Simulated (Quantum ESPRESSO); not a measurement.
# Convergence study of the plane-wave cutoff for HfN (I4mm, 2 atoms in the cell)

```
HfN
1.0
    0.00000     2.24870     2.24870
    2.24870     0.00000     2.24870
    2.24870     2.24870     0.00000
Hf N
1 1
Direct
  0.01112   0.01112   0.98888
  0.50000   0.50000   0.50000
```

Level of theory: PBEsol, GBRV 1.5 ultrasoft (PBESOL) pseudopotentials (plane waves; Quantum ESPRESSO).

Base settings: ecutwfc = 40 Ry; ecutrho = 320 Ry; occupations = smearing; smearing = fermi-dirac; degauss = 0.0073499 Ry; potentials = {Hf: hf_pbesol_v1.uspp.F.UPF, N: n_pbesol_v1.2.uspp.F.UPF}; K_POINTS = automatic 5 5 5 0 0 0; conv_thr = 1e-10 Ry.

Moved along: ecutrho.

The second cell is the first with its lattice scaled by 0.98.

The mesh stays at the base's, so the ladder's end is converged at best in this setting alone.

Only quantities that move along the ladder and can be compared are tabulated.

The count of work is k-points × plane waves × bands × iterations; it is no time. 

The starting cell has typed, rounded lattice constants, without a prior relaxation at this level. Its lattice was rescaled by up to half a per cent. One atom was moved a little off its site on purpose. Without a gap this mesh is coarse (it stands for a supercell whose shortest vector is 16 Å).

| ecutwfc | free energy less the last step's (meV/atom) | energy of the compressed cell less the first (meV/atom) | pressure (GPa) | largest difference of a force vector from the last step's (eV/Å) | count of work / last |
|---|---|---|---|---|---|
| 14 Ry | 6978.95 | -197.33 | -267.37 | 0.009 | 0.059 |
| 16 Ry | 3886.45 | 2.02 | -172.87 | 0.154 | 0.063 |
| 18 Ry | 2231.83 | 26.22 | -110.97 | 0.133 | 0.067 |
| 20 Ry | 1220.25 | 24.63 | -66.13 | 0.058 | 0.096 |
| 22 Ry | 624.63 | 79.89 | -35.67 | 0.019 | 0.10 |
| 24 Ry | 346.74 | 55.71 | -19.83 | 0.027 | 0.12 |
| 28 Ry | 134.81 | 42.51 | -7.26 | 0.005 | 0.15 |
| 32 Ry | 56.00 | 42.29 | -2.66 | 0.006 | 0.18 |
| 36 Ry | 26.84 | 41.73 | -1.08 | 0.002 | 0.23 |
| 40 Ry | 14.10 | 41.64 | -0.30 | 0.001 | 0.27 |
| 44 Ry | 8.39 | 41.76 | 0.14 | 0.001 | 0.31 |
| 48 Ry | 5.92 | 41.71 | 0.30 | 0.000 | 0.36 |
| 54 Ry | 3.97 | 41.69 | 0.37 | 0.000 | 0.42 |
| 60 Ry | 2.83 | 41.73 | 0.42 | 0.000 | 0.51 |
| 70 Ry | 1.76 | 41.71 | 0.44 | 0.000 | 0.62 |
| 80 Ry | 1.11 | 41.74 | 0.45 | 0.000 | 0.76 |
| 96 Ry | 0.00 | 41.73 | 0.45 | 0.000 | 1.0 |

Coarsest ecutwfc that holds the forces within 0.005 eV/Å of the last step, with all finer ones: 36 Ry, at 0.23 of the last step's count of work; the step before is off by 0.006 eV/Å.

Coarsest ecutwfc that holds the energy of the compressed cell less the first within 1 meV/atom of the last step, with all finer ones: 28 Ry, at 0.15 of the last step's count of work; the step before is off by 14 meV/atom.

State of the free energy at the end of the ladder: still drifting one way, by 1.8 meV/atom over the last two steps, so the last step is no safe reference.

At the lowest cutoff the pressure lies 268 GPa under the last step's, the usual sign of Pulay stress in an incomplete plane-wave basis.
